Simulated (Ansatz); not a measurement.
# LiCl: response to strain

The parent structure is LiCl in the rock salt structure (space group Fm-3m, No. 225; a = 5.064 Å). Axes: x, y, z lie along the cube axes.

Strains are applied to the cell and any free atomic positions relax; under biaxial strain the out-of-plane vector relaxes too.

The values are results of PBEsol (Ansatz, a quantum-chemistry and plane-wave program, PAW, without spin-orbit coupling), not measurements.

Candidates:
(a) biaxial strain −0.42 %, plane normal [111], relaxed out of plane
(b) biaxial strain −2.50 %, plane normal [111], relaxed out of plane
(c) biaxial strain −1.25 %, plane normal [111], relaxed out of plane
(d) biaxial strain +0.83 %, plane normal [111], relaxed out of plane

Base values:

```
Item        Value
--------  -------
Band gap  6.35 eV
```

Task: Order them by band gap, highest first.

Result: (b) biaxial strain −2.50 %, plane normal [111], relaxed out of plane (6.44 eV), (c) biaxial strain −1.25 %, plane normal [111], relaxed out of plane (6.42 eV), (a) biaxial strain −0.42 %, plane normal [111], relaxed out of plane (6.37 eV), (d) biaxial strain +0.83 %, plane normal [111], relaxed out of plane (6.22 eV)

Whether these cells are dynamically stable was not tested.
